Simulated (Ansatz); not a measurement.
The starting structures come from a database of crystals and need not be the phases stable at ambient conditions.

Inside the gap of an insulator the Bloch states are evanescent, with a wavenumber k + iκ along the transport direction.

```xyz
12
Lattice="7.7580 0.0000 0.0000 0.9916 7.6960 0.0000 3.8790 0.0000 2.8297" Properties=species:S:1:pos:R:3 pbc="T T T"
P      8.0059     1.9240     0.4247
P      4.6227     5.7720     2.4050
Au     2.4353     3.8480     1.4149
Au     5.8185     0.0000     1.4149
O      7.6852     0.6865     1.2902
O      4.9434     7.0095     1.5395
O      8.3266     3.1615     1.2902
O      4.3019     4.5345     1.5395
O      5.3950     1.6566     2.4235
O      7.2336     6.0395     0.4062
O     10.6168     2.1914     2.4235
O      2.0118     5.5046     0.4062
```

Space group of this cell: C2/c. The cell is taken as given; by PBEsol its mean pressure is 1.5 GPa.

Transport runs along the normal of the first two printed cell vectors.

No gap correction and no spin-orbit coupling; mid-gap values are interpolated between computed energies.

Task: Compute, with PBEsol (Ansatz, an electronic-structure program), the band gap and the smallest decay constant κ at mid-gap.

Result: Gap 1.84 eV on a 10×4×10 mesh; κ = 0.489 1/Å, at the zone centre.
